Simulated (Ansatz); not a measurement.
**A computed series for MgSe: pressure series**

The reference is MgSe in the rock salt structure (space group Fm-3m, No. 225; a = 5.450 Å).

Cell and atoms are relaxed at each pressure.

Method: PBEsol, PAW, 420 eV (Ansatz, a program for electronic structure; spin-orbit coupling left out).

```tsv
pressure (GPa)	volume per atom (Å³/atom)
-2	20.913
-1	20.558
0	20.232
1.8	19.705
4.2	?
18	16.752
30	15.481
45	14.348
60	13.498
```

Problem. Fit the third-order Birch–Murnaghan form P(V) = (3B₀/2)[(V₀/V)^(7/3) − (V₀/V)^(5/3)]·[1 + (3/4)(B₀′ − 4)((V₀/V)^(2/3) − 1)] (squares taken in P) to the rows shown and predict the withheld row.

Solution. Least squares on the printed values gives V₀ = 20.233 Å³/atom, B₀ = 65.1 GPa, B₀′ = 4.0; this predicts 19.103 Å³/atom, and the run gives 19.098 Å³/atom, 0.005 lower.

Load acts through the strain it causes; cell and atoms are relaxed under it. Stability against distortions was not tested. Competing high-pressure phases were not computed.
